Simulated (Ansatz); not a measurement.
## Response to strain in CdS

Take CdS in the zinc blende structure (space group F-43m, No. 216; a = 5.879 Å) as the base. Axes: x, y, z lie along the cube axes.

Strains are applied to the cell and any free atomic positions relax; under biaxial strain the out-of-plane vector relaxes too.

Levels (all Ansatz, a program for electronic structure, PAW, earlier PAW set): r2SCAN (500 eV, spin-orbit coupling left out); HSE06 (420 eV, scalar-relativistic without spin-orbit coupling); HSE06+SOC (420 eV, noncollinear with spin-orbit coupling).

Band gaps by level, all at the geometries relaxed with r2SCAN:

```csv
case,r2SCAN,HSE06,HSE06+SOC
base,1.54 eV,2.10 eV,2.08 eV
"biaxial strain −4.09 %, plane normal [001], relaxed out of plane",1.46 eV,2.03 eV,2.01 eV
"biaxial strain +0.76 %, plane normal [111], relaxed out of plane",1.48 eV,2.04 eV,2.03 eV
isotropic strain −2.50 %,1.71 eV,2.29 eV,2.27 eV
isotropic strain −1.66 %,1.65 eV,2.23 eV,2.20 eV
```

Single points use the geometry relaxed with r2SCAN. Differences between runs with and without spin-orbit coupling are approximate. Stability against distortions was not tested.
